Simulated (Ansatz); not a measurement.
The starting structures come from a database of crystals and need not be the phases stable at ambient conditions.

 Where the default PAW files enter, the runs use the earlier of Ansatz's two default sets.

Inside the gap of an insulator the Bloch states are evanescent, with a wavenumber k + iκ along the transport direction.

Consider the following.

```
CELL_PARAMETERS angstrom
      4.46933     0.00000     0.00000
     -2.23467     3.87055     0.00000
      0.00000     0.00000     6.51781
ATOMIC_POSITIONS crystal
  Sr 0.00000 0.00000 0.50000
  Mg 0.66667 0.33333 0.87706
  Mg 0.33333 0.66667 0.12294
  Fe 0.00000 0.00000 0.00000
  H  0.83911 0.16089 0.14353
  H  0.16089 0.83911 0.85647
  H  0.83911 0.67822 0.14353
  H  0.16089 0.32178 0.85647
  H  0.32178 0.16089 0.14353
  H  0.67822 0.83911 0.85647
  H  0.66667 0.33333 0.58566
  H  0.33333 0.66667 0.41434
```

Space group of this cell: P-3m1. The cell is taken as given; by PBEsol its mean pressure is -0.6 GPa.

Transport runs along the normal of the first two printed cell vectors, the (001) plane of the conventional cell.

No gap correction and no spin-orbit coupling; mid-gap values are interpolated between computed energies.

### Question
State the band gap and the smallest decay constant κ at mid-gap according to PBEsol in Ansatz (a program for electronic structure).

### Answer
Gap 1.60 eV on a 12×12×6 mesh; κ = 0.390 1/Å, at (0.500, 0.000) of the in-plane reciprocal vectors. At the zone centre, at the nearest computed energy, the slowest state has κ = 0.51 1/Å.
